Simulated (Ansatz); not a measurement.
Effect of biaxial strain −2.53 %, plane normal [110], relaxed out of plane on KMgF3

Base system: KMgF₃ in the cubic perovskite structure (space group Pm-3m, No. 221; a = 3.991 Å). Axes: x, y, z lie along the cube axes.

It is then changed as follows: compressive biaxial strain of 2.53 % in the plane normal to [110], as in epitaxy on a mismatched substrate; the out-of-plane cell vector and the atoms relax.

Method: Ansatz (a quantum-chemistry and plane-wave program), PBEsol, PAW, cutoff 420 eV, no SOC. k-mesh 8×8×8 (Γ-centred); smearing 0.05 eV (Fermi–Dirac).

```csv
quantity,base,changed,shift
volume per atom,12.72 Å³,12.28 Å³,-0.44 Å³
space group,Pm-3m (No. 221),Cmmm (No. 65),–
shortest interatomic distance,3.771 bohr,3.676 bohr,-0.095 bohr
energy relative to the base (free energy F),0 meV/atom,+8.2 meV/atom,+8.2 meV/atom
"pressure (mean of the normal stresses, compression positive)",0.01 GPa,2.83 GPa,+2.82 GPa
band gap,7.12 eV,7.35 eV,+0.23 eV
gap character,–,"indirect, T → Γ",–
smallest direct gap,7.44 eV,7.59 eV,+0.15 eV
electron mass,0.51 mₑ (at Γ),0.51 mₑ (at Γ),–
out-of-plane strain,–,+1.65 %,–
ratio −ε⊥/ε∥,–,0.65,–
mean in-plane stress (compression positive),–,+4.2 GPa,–
```

Final structure (turned so that z lies along the plane normal):

```xyz
5
Lattice="3.8903 0.0000 0.0000 0.0000 5.5017 0.0000 0.0000 2.7508 2.8688" Properties=species:S:1:pos:R:3 pbc="T T T"
K      1.9451     2.7508     0.0000
Mg     0.0000     0.0000     0.0000
F      0.0000     4.1263     1.4344
F      0.0000     1.3754     1.4344
F      1.9451     0.0000     0.0000
```

Masses are band curvatures over ±0.01 Å⁻¹ around the edge. Stability against distortions was not tested. Labels are those of the standard path for the cell's own space group.
